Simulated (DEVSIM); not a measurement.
System: Schottky contact on n-type Si, at 300 K.

```
layer (left to right)  material  thickness (μm)  Nd (cm⁻³)  τn (s)  τp (s)
---------------------  --------  --------------  ---------  ------  ------
1                            Si            1.30     5.4e15  4.8e-5  4.8e-5
```

Left contact: Schottky, work function 4.77 eV, emission velocity 8.9e6 cm/s. Right contact: ohmic. Voltage is applied to the left contact. Recombination: SRH at mid-gap, Auger. Mobility is μmin + (μ − μmin)/(1 + (N/Nref)^α).

Constants are typed, rounded textbook-type inputs, not results; the design itself was drawn at random and stands for no fabricated device. Values at 300 K; Nc and Nv go as T^1.5, mobilities as T to minus their exponent, the gap by Varshni's rule with the affinity fixed.

| parameter | Si |
|---|---|
| gap (eV) | 1.124 |
| affinity (eV) | 4.05 |
| permittivity | 11.7 |
| Nc (cm⁻³) | 2.86e19 |
| Nv (cm⁻³) | 3.1e19 |
| μn (cm²/Vs) | 1417 |
| μp (cm²/Vs) | 470 |
| μn,min | 52 |
| μp,min | 45 |
| Nref,n | 9.7e16 |
| Nref,p | 2.2e17 |
| αn | 0.68 |
| αp | 0.72 |
| T exponent of μn | 2.3 |
| T exponent of μp | 2.2 |
| Cn (cm⁶/s) | 2.8e-31 |
| Cp (cm⁶/s) | 9.9e-32 |
| Varshni α (eV/K) | 0.000473 |
| Varshni β (K) | 636 |

Model (solved in DEVSIM): 1D drift-diffusion, Boltzmann statistics, complete ionisation; no tunnelling, impact ionisation, image-force lowering or self-heating. Metal contacts follow the ideal Schottky-Mott rule: no Fermi-level pinning, no interface dipoles.

Base results: dark forward voltage at 100 A/cm² (V) 0.414; largest field in the device at zero bias (V/cm) 28000; dark forward voltage at 1 A/cm² (V) 0.276; potential step across the device at zero bias (V) 0.498.

What follows from this one change: doping Nd of layer 1 5.4e+15 → 1.6e+16 cm^-3?

dark forward voltage at 100 A/cm² 0.414 → 0.399 V; largest field in the device at zero bias 28000 → 50000 V/cm; dark forward voltage at 1 A/cm² little changed (0.273 V); potential step across the device at zero bias 0.498 → 0.526 V.

What follows from this one change: metal work function 4.77 → 4.72 eV?

dark forward voltage at 100 A/cm² 0.414 → 0.364 V; largest field in the device at zero bias little changed (27000 V/cm); dark forward voltage at 1 A/cm² 0.276 → 0.226 V; potential step across the device at zero bias 0.498 → 0.448 V.

What follows from this one change: thickness of layer 1 1.3 → 0.78 μm?

dark forward voltage at 100 A/cm² 0.414 → 0.409 V; largest field in the device at zero bias little changed (28000 V/cm); dark forward voltage at 1 A/cm² little changed (0.276 V); potential step across the device at zero bias little changed (0.498 V).
